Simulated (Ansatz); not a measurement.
The starting structures come from a database of crystals and need not be the phases stable at ambient conditions.

Given:

```
CaKF3
1.0
    6.22063     0.00000     0.00000
    0.00000     8.71580     0.00000
    0.00000     0.00000     6.12777
K Ca F
4 4 12
Direct
  0.96031   0.75000   0.49119
  0.03969   0.25000   0.50881
  0.53969   0.25000   0.99119
  0.46031   0.75000   0.00881
  0.00000   0.00000   0.00000
  0.50000   0.00000   0.50000
  0.50000   0.50000   0.50000
  0.00000   0.50000   0.00000
  0.70805   0.54300   0.20675
  0.29195   0.45700   0.79325
  0.79195   0.45700   0.70675
  0.20805   0.54300   0.29325
  0.20805   0.95700   0.29325
  0.79195   0.04300   0.70675
  0.29195   0.04300   0.79325
  0.70805   0.95700   0.20675
  0.02854   0.75000   0.91834
  0.97146   0.25000   0.08166
  0.47146   0.25000   0.41834
  0.52854   0.75000   0.58166
```

Space group of this cell: Pnma. The cell is taken as given.

Transport runs along the normal of the first two printed cell vectors.

The gap is the functional's own. No spin-orbit coupling. Mid-gap values are interpolated on the energy grid.

Task: Predict the band gap and the smallest decay constant κ at mid-gap from r2SCAN (Ansatz, an electronic-structure program).

Result: Gap 7.63 eV on a 6×4×6 mesh; κ = 0.573 1/Å, at the zone centre.
